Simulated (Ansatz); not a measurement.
The structure below was relaxed with PBEsol (Ansatz, a program for electronic structure), scalar-relativistic without spin-orbit coupling, at pressure 15 GPa.

```
CELL_PARAMETERS angstrom
      0.00000     1.86172     1.86172
      1.86172     0.00000     1.86172
      1.86172     1.86172     0.00000
ATOMIC_POSITIONS crystal
  Rh 0.00000 0.00000 0.00000
```

### Question
Find the space group and the Wyckoff positions.

### Answer
Space group Fm-3m (No. 225); a = 3.723 Å, b = 3.723 Å, c = 3.723 Å, α = 90.00°, β = 90.00°, γ = 90.00°

| atom | site | symmetry | x | y | z |
|---|---|---|---|---|---|
| Rh | 4a | m-3m | 0.0000 | 0.0000 | 0.0000 |

### Question
Describe the coordination.

### Answer
The crystal has 4 atoms in its conventional cell. Lattice parameters: a = b = c = 3.723 Å, α = β = γ = 90.00°. Rh is surrounded by 12 Rh at 2.633 Å (cuboctahedral). (Neighbours: up to the widest gap in distance over summed covalent radii, below 1.35, at either atom.)

Load acts through the strain it causes; cell and atoms are relaxed under it. No phonon test of stability was made. No other phases were tried under pressure. All final runs are without spin polarisation. The cell was made from Rh in the fcc (Cu type) structure (space group Fm-3m, No. 225) by this change: pressure 15 GPa.
